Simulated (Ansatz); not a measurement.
C11b MoSi2 was calculated with LDA in Ansatz (plane waves, PAW).

Run with plane-wave cutoff 520 eV, 24×24×24 k mesh, Fermi–Dirac smearing 0.05 eV, no spin polarisation, scalar-relativistic PAW data made under PBE.

Shape and atoms are relaxed at each volume.

Pressure at four volumes; x = ln(V/13.061 Å³). One pressure is withheld.

| V (Å³/atom) | x | P (GPa) |
|---|---|---|
| 12.538 | -0.0409 | ? |
| 12.799 | -0.0203 | 4.74 |
| 13.061 | 0.0000 | -0.01 |
| 13.583 | 0.0392 | -8.09 |

**Question.** Pass a parabola P(x) through the three rows shown, estimate the bulk modulus and its pressure derivative near zero pressure, and predict the withheld pressure.

**Answer.** Slopes between the rows: (-0.01 − (4.74))/(0.0000 − (-0.0203)) = -233.99 and (-8.09 − (-0.01))/(0.0392 − (0.0000)) = -206.12 GPa. Their difference over the span 0.0595 is c = 27.87/0.0595 = 468.4 GPa, so P(x) = 4.74 + (-233.99)(x − (-0.0203)) + 468.4 (x − (-0.0203))(x − (0.0000)). At the middle row B = −dP/dx = −[-233.99 + 468.4 × 0.0203] = 224.5 GPa, and B′ = dB/dP = 2c/B = 4.2. At x = -0.0409 the parabola gives 9.95 GPa; the run gives 10.03 GPa. The Birch–Murnaghan fit to the energies at all volumes has B0 = 225 GPa and B′ = 4.4.

Measured, for comparison: bulk modulus 222 ± 2 GPa (room temperature, no zero-point or thermal correction, B' = 4; as tabulated in Structural stability of MoSi2 and Mo5Si3 under high pressure, Chin. Phys. B 26 …). Computed less measured: bulk modulus +1.4 %. A static lattice is as a rule a little smaller and stiffer than an uncorrected measurement, which can account for part of this in the bulk modulus.

Ansatz is a program for electronic structure.
